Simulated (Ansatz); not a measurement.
## Na interstitial in corundum

All values below come from PBE, PAW (plane waves to 420 eV; Ansatz, a quantum-chemistry and plane-wave program). The supercell holds 120 host sites (2×2×1 repeats of the unit cell), with a 2×2×2 Γ-centred k-point sampling for the final energies. Site at the start: void with 3O nearest, no. 2. Finite-size correction: monopole term and site-potential alignment. Dielectric constants: PBE linear response of the host. Host gap at this level: 5.85 eV. A cell of this size leaves errors of a few tenths of an eV. Levels are measured in PBE's own, too narrow, gap. Spin–orbit coupling is left out. Each state is the lowest found from its start.

The name describes the start; the neighbours show where the added atom ended.

| charge | moment (μB) | point group | largest move off a lattice site (Å) | neighbours of the added atom at the end (Å) | image correction with alignment (eV) |
|---|---|---|---|---|---|
| +1 | not spin-polarised | C3i | 0.29 | O 2.05, O 2.05, O 2.05, O 2.05, O 2.05, O 2.06 | 0.30 |
| 0* | quenched | C3i | 0.30 | O 2.06, O 2.06, O 2.06, O 2.06, O 2.06, O 2.06 | – |

* At this level the carrier isn't localised at the defect: at charge 0 electrons occupy the conduction band. Such a state is shallow or no state of the defect, and this cell gives it no level.

Point groups are those of the whole cell at tolerances of 0.03 and 0.1 Å ("near" where only the looser one holds); none is given for unsettled states.

Starting moments that weren't kept: charge 0 began with 1 μB and ended with 0.0.

No other site or start that was run ended lower by more than 0.1 eV.

Flagged in the runs: a doubtful potential alignment, a host whose relaxation on this sampling wasn't shown to rest.
